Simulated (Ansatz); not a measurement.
The reference is ZnS in the zinc blende structure (space group F-43m, No. 216; a = 5.3891 Å). Axes: x, y, z lie along the cube axes.

One thing is altered: compressive biaxial strain of 0.42 % in the plane normal to [111], as in epitaxy on a mismatched substrate; the out-of-plane cell vector and the atoms relax.

Method: r2SCAN/PAW in Ansatz (a first-principles code), no SOC.

**Question.** Give the band edges at the high-symmetry points of the new zone, measured from its valence-band maximum.

**Answer.** 
```json
[
 {"point": "Γ", "valence edge (eV)": "0.00", "conduction edge (eV)": "2.72"},
 {"point": "T", "valence edge (eV)": "-0.90", "conduction edge (eV)": "3.88"},
 {"point": "H₂", "valence edge (eV)": "-2.86", "conduction edge (eV)": "6.02"},
 {"point": "H₀", "valence edge (eV)": "-2.86", "conduction edge (eV)": "6.02"},
 {"point": "L", "valence edge (eV)": "-0.91", "conduction edge (eV)": "3.80"},
 {"point": "S₀", "valence edge (eV)": "-1.93", "conduction edge (eV)": "4.44"},
 {"point": "S₂", "valence edge (eV)": "-1.93", "conduction edge (eV)": "4.44"},
 {"point": "F", "valence edge (eV)": "-2.32", "conduction edge (eV)": "3.68"}
]
```

The gap is 2.72 eV, direct at Γ.

Semilocal Kohn–Sham gaps tend to fall short of experiment. Stability against distortions was not tested. k-point labels follow each cell's own Brillouin zone.
